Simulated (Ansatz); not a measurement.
## PdGe2 (model structure, started from the fluorite type, Fm-3m, No. 225, 3 atoms in the cell)

The numbers are results of PBE in Ansatz (plane waves, PAW), not measurements.

Numerical settings: plane-wave cutoff 500 eV, 12×12×12 k mesh, Fermi–Dirac smearing 0.05 eV, scalar-relativistic PAW data made under PBE.

Cell (relaxed at this level):

```
PdGe2
1.0
    0.00000     3.03842     3.03842
    3.03842     0.00000     3.03842
    3.03842     3.03842     0.00000
Pd Ge
1 2
Direct
  0.00000   0.00000   0.00000
  0.25000   0.25000   0.25000
  0.75000   0.75000   0.75000
```

* **band gap**: zero (no gap)

Note: the relaxation could raise the start's symmetry but not lower it, so the cell can be a saddle point.

Spin–orbit coupling is not included.

Computed values are for the static lattice.

It cost about 40 core-seconds (a rough figure) of CPU time.

A model structure was made by putting elements into a prototype or built by hand; it is no filed structure, need not be a known phase, and can be a saddle point held by its symmetry.

Ansatz is a quantum-chemistry and plane-wave program.
